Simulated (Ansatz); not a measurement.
## What uniaxial strain ε_xx = +2.38 % does to MoSi2

The parent structure is MoSi2 (space group I4/mmm, No. 139; a = 3.2022 Å, c = 7.8195 Å). Axes: x, y, z lie along a, b, c of the conventional cell.

The change: uniaxial strain ε_xx = +2.38 %, all other strain components held at zero; the atoms relax in the strained cell.

Computed with r2SCAN (Ansatz, a program for electronic structure), no spin-orbit coupling, earlier PAW set. Γ-centred 14×14×14 mesh, Fermi–Dirac width 0.05 eV.

The volume per atom goes up by 0.32 Å³ to 13.68 Å³ and the space group becomes Immm (No. 71) (base: I4/mmm (No. 139)). The shortest interatomic distance shrinks by 0.005 Å (2.576 Å → 2.571 Å) and the energy increases by 9.5 meV/atom. The pressure (mean of the normal stresses, compression positive) goes from zero to -4.6 GPa and the band gap remains zero. The stress (xx, yy, zz, yz, xz, xy; compression positive) amounts to (-9.4, -2.4, -2.0, 0.0, 0.0, 0.0) GPa (rough).

Final structure:

```xyz
3
Lattice="-1.6392 1.6011 3.9097 1.6392 -1.6011 3.9097 1.6392 1.6011 -3.9097" Properties=species:S:1:pos:R:3 pbc="T T T"
Mo     0.0000     0.0000     0.0000
Si     0.0000     0.0000     2.6244
Si     0.0000     0.0000     5.1951
```

A case with no gap was solved on a k-mesh chosen for an insulator, which is coarse for it. Without a gap, meshes like the base's 14×14×14 leave anisotropic stresses uncertain by several tenths of a GPa, and small strain energies with them. No phonon test of stability was made. The final runs are not spin-polarised.
